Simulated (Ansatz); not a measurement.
```xyz
8
Lattice="14.5000 0.0000 0.0000 0.0000 14.5000 0.0000 0.0000 0.0000 7.1043" Properties=species:S:1:pos:R:3 pbc="T T T"
Cs     5.4701     5.4701     0.0000
Br     5.4692     5.4692     3.5521
Br     5.4692     9.0308     0.0000
Cs     5.4701     9.0299     3.5521
Br     9.0308     5.4692     0.0000
Cs     9.0299     5.4701     3.5521
Cs     9.0299     9.0299     0.0000
Br     9.0308     9.0308     3.5521
```

These are PBE (plane waves to 420 eV, PAW; Ansatz, a first-principles code) values and carry that method's errors. Mesh 1×1×44. No spin polarisation. One-dimensional cell, images about 11 Å apart. A hypothetical model. Symmetry and one short period hold its shape; lower forms weren't sought. Values not marked SOC lack spin–orbit coupling.

Task: Tabulate the two highest filled and two lowest empty levels along the axis, from the valence top.

Result: 
```
k (2π/c)  v2 (eV)  v1 (eV)  c1 (eV)  c2 (eV)
--------  -------  -------  -------  -------
0.000       -0.02     0.00     4.23        –
0.042       -0.03    -0.01     4.24        –
0.083       -0.05    -0.04     4.26        –
0.125       -0.09    -0.07     4.30        –
0.167       -0.12    -0.12     4.35        –
0.208       -0.14    -0.14     4.41        –
0.250       -0.14    -0.14     4.48        –
0.292       -0.14    -0.14        –        –
0.333       -0.15    -0.15        –        –
0.375       -0.15    -0.15        –        –
0.417       -0.15    -0.15        –        –
0.458       -0.15    -0.15        –        –
0.500       -0.15    -0.15        –        –
```
A dash stands for levels within 1 eV of the vacuum level or above it.
